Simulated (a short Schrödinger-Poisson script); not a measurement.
Structure: MOS inversion layer, SiO2 on p-type Si(111), at 300 K.

From the gate side: 1.3 nm SiO2; 650 nm Si, acceptors 4.3e17 cm⁻³.

The device is made up for the run: typed textbook-type constants, with dimensions and the other settings drawn at random. SiO2: permittivity 3.9, conduction-band edge (eV) 3.15, gap (eV) 9, electron mass (mₑ) 0.5. Si: permittivity 11.7, conduction-band edge (eV) 0, gap (eV) 1.124, Nv at 300 K (cm⁻³) 3.1e19.

Channel valleys (confinement mass, in-plane density-of-states mass, number): Δ6 0.258, 0.358, 6. At the gate the conduction-band edge of layer 1 lies 3.21 eV − eVg above the Fermi level of the channel; the field vanishes at the back. Gaps are held at their typed values at every temperature. Mesh 0.03 nm at interfaces.

From a short Schrödinger-Poisson script (our own, NumPy): 1D Poisson equation in equilibrium, electrons quantum, Hartree (BenDaniel-Duke, 12 states a valley, the channel's in-plane mass for all, wave functions ending at the dielectric), parabolic valleys, classical holes, full ionisation, no traps, pinning or gate leakage.

```csv
Vg (V),electrons (cm⁻²),C (μF/cm²),Δ6 E0 (meV from the Fermi level)
0.1,4.28e9,0.207,223.0
0.15,2.24e10,0.285,180.2
0.2,9.86e10,0.553,141.8
0.25,2.99e11,0.950,112.9
0.3,6.24e11,1.25,93.7
0.35,1.03e12,1.42,80.4
0.4,1.49e12,1.54,70.7
0.45,1.98e12,1.62,63.0
0.5,2.49e12,1.67,56.8
0.55,3.01e12,1.72,51.5
0.6,3.55e12,1.76,46.9
0.65,4.11e12,1.79,42.8
0.7,4.67e12,1.81,39.1
0.75,5.24e12,1.83,35.8
0.8,5.81e12,1.85,32.8
0.85,6.39e12,1.87,30.0
0.9,6.98e12,1.89,27.3
```

Gate voltages with under 1e9 electrons/cm² are left out.

At Vg = 0.9 V the lowest Δ6 subband lies at 27.3 meV from the Fermi level. How many electrons does it hold, and what share of all?

The two-dimensional density of states is g m/(πħ²) = 8.97e11 cm⁻² meV⁻¹ (both spins), kT = 25.9 meV, so n = D kT ln(1 + exp(−E/kT)) = 6.92e12 cm⁻², 0.99 of the 6.98e12 cm⁻² in all.

Compare the slope of the sheet density between 0.8 and 0.9 V with the geometric capacitance of the layers between gate and channel.

q Δn/ΔV = 1.87 μF/cm²; ε0/Σ(t/ε) = 2.66 μF/cm². The ratio is 0.71: the channel acts as a further capacitance in series.
